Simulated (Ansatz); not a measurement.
Take SiO$_{2}$ in the rutile structure (space group P4_2/mnm, No. 136; a = 4.185 Å, c = 2.669 Å) as the base. Axes: x, y, z lie along a, b, c of the conventional cell.

Method: Ansatz (a quantum-chemistry and plane-wave program) r2SCAN, without spin-orbit coupling.

One thing is altered: the cell is stretched by 1.79 % along x with no lateral relaxation; the atoms relax in the strained cell.

Question: Predict the stress tensor and what it implies for the stiffness.

Answer: Stress of the strained cell less that of the base (GPa, compression positive):
```
  -7.68    0.00    0.00
   0.00   -3.21    0.00
   0.00    0.00   -3.43
```

Then −Δσ_ii/ε with ε = 0.0179 gives secant stiffness values (nonlinear terms included at this strain): C11 ≈ 429 GPa, C12 ≈ 179 GPa and C13 ≈ 192 GPa.

Whether these cells are dynamically stable was not tested.
